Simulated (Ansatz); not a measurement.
For PdTe (model structure, started from the CsCl type, Pm-3m, No. 221, 2 atoms in the cell), PBE-D3(BJ) (plane waves, PAW; Ansatz, a program for electronic structure) gives:

```
Item                       Result
-------------------  ------------
lattice parameter a       3.398 Å
cohesive energy      3.78 eV/atom
```

### Question
What does r²SCAN in Ansatz (plane waves, PAW) give for the same quantities?

### Answer

- lattice constant a: 3.439 Å (increases by 1.2 %)
- cohesive energy: 3.22 eV/atom (shrinks by 0.56 eV/atom)

Changes are worked out from the printed values.

Unless a cell is named, each level is at its own relaxed cell (PBE-D3(BJ) 19.61, r²SCAN 20.34 Å³/atom).

Levels without +SOC leave out spin–orbit coupling, which shifts energies and cells of such heavy elements.

Caveats: a distance lies near a switch of the dispersion term, which can move the cell (PBE-D3(BJ)). Ansatz's density-functional and Hartree–Fock values are scalar-relativistic unless marked +SOC, with PAW data made under PBE.

A model structure was made by putting elements into a prototype or built by hand; it is no filed structure, need not be a known phase, and can be a saddle point held by its symmetry.
